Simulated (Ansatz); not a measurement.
**Ti under a change: isotropic strain +3.00 %**

The parent structure is Ti in the hcp (Mg type) structure (space group P6_3/mmc, No. 194; a = 2.9016 Å, c = 4.5930 Å; relaxed with 0.1 eV smearing).

Perturbation: the cell is scaled by 1.0300 in all directions; the atoms relax in the strained cell.

The values are results of plane-wave PAW DFT at the PBEsol level (Ansatz, a program for electronic structure, 420 eV), spin-orbit coupling left out, not measurements. Settings: 23×23×13 k-points, 0.1 eV Fermi–Dirac smearing.

The space group remains P6_3/mmc (No. 194) and the shortest interatomic distance goes up by 8.5 pm to 292.8 pm. The energy goes up by 47 meV/atom and the band gap remains zero.

Stability against distortions was not tested. All final runs are without spin polarisation.
